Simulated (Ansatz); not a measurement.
Consider MgSe in the rock salt structure (space group Fm-3m, No. 225; a = 5.450 Å).

The change: cell and atoms relaxed at a pressure of 30 GPa.

Levels (all Ansatz, an electronic-structure program, PAW): PBEsol (420 eV, spin-orbit coupling left out); PBEsol+SOC (420 eV, spin-orbit coupling included).

The geometry is relaxed with PBEsol.

| Property | Result |
|---|---|
| PBEsol width of the top valence band | 3.52 eV |
| PBEsol pressure | 30.00 GPa |
| PBEsol valence-band top at Γ | 0.00, 0.00, 0.00 eV |
| PBEsol smallest direct gap | 4.66 eV |

With PBEsol+SOC at the same geometry, the width of the top valence band rises by 0.15 eV (3.52 eV → 3.67 eV); the pressure remains 30.00 GPa; the valence-band top at Γ (three highest Kramers pairs, from the VBM) goes from 0.00, 0.00, 0.00 eV to 0.00, 0.00, -0.48 eV; the smallest direct gap falls by 0.153 eV to 4.50 eV. The threefold valence maximum splits by Δso ≈ 0.48 eV.

Single points use the geometry relaxed with PBEsol. The spin-orbit shifts are approximate. Load acts through the strain it causes; cell and atoms are relaxed under it. Whether these cells are dynamically stable was not tested. No other phases were tried under pressure.
